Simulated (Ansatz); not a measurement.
The starting structures come from a database of crystals and need not be the phases stable at ambient conditions.

Evanescent states of ZnGeO3 (R-3, not sure to be the ambient phase, 10 atoms a cell, 10.1 Å³ an atom, -5 GPa at this level) along the normal of (001)

Computed with r2SCAN (plane waves, PAW; Ansatz, a first-principles code).

The gap is the functional's own. No spin-orbit coupling. Mid-gap values are interpolated on the energy grid.

Energies count from the valence-band top; κ is the least over a 12×12 mesh across the current.

```tsv
E (eV)	κ (1/Å)	where
0.07	0.151	off Γ
0.23	0.176	Γ
0.38	0.191	Γ
0.53	0.204	Γ
0.68	0.213	Γ
0.82	0.220	Γ
0.97	0.225	Γ
1.12	0.229	Γ
1.27	0.230	Γ
1.43	0.229	Γ
1.57	0.226	Γ
1.73	0.222	Γ
1.88	0.215	Γ
2.02	0.206	Γ
2.17	0.195	Γ
2.33	0.180	Γ
2.48	0.161	Γ
2.62	0.137	Γ
2.77	0.102	Γ
2.92	0.034	Γ
```

Question: How thick must the barrier be to attenuate the transmission by 10^4 when the electrodes' Fermi level lies at 0.53 eV, and what attenuation does that film give at 1.73 eV?

Answer: d = 4 ln 10 / (2 × 0.204) = 22.6 Å. At 1.73 eV it gives 4 × 0.222/0.204 = 4.4 decades.
